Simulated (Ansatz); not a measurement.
BAs, pressure series

The parent structure is BAs in the zinc blende structure (space group F-43m, No. 216; a = 4.809 Å).

Cell and atoms are relaxed at each pressure.

Level of theory: Kohn–Sham DFT with the PBE functional, run in Ansatz (a quantum-chemistry and plane-wave program) with PAW and 420 eV plane waves, no spin-orbit coupling.

Candidates:
(a) pressure 9 GPa
(b) pressure 0.9 GPa
(c) pressure 15 GPa
(d) pressure 30 GPa

For the base:

The band gap comes out as 1.21 eV.

Question: Order them by band gap, highest first.

Answer: (b) pressure 0.9 GPa (1.20 eV), (a) pressure 9 GPa (1.15 eV), (c) pressure 15 GPa (1.11 eV), (d) pressure 30 GPa (1.03 eV)

Load acts through the strain it causes; cell and atoms are relaxed under it. No phonon test of stability was made. No other phases were tried under pressure.
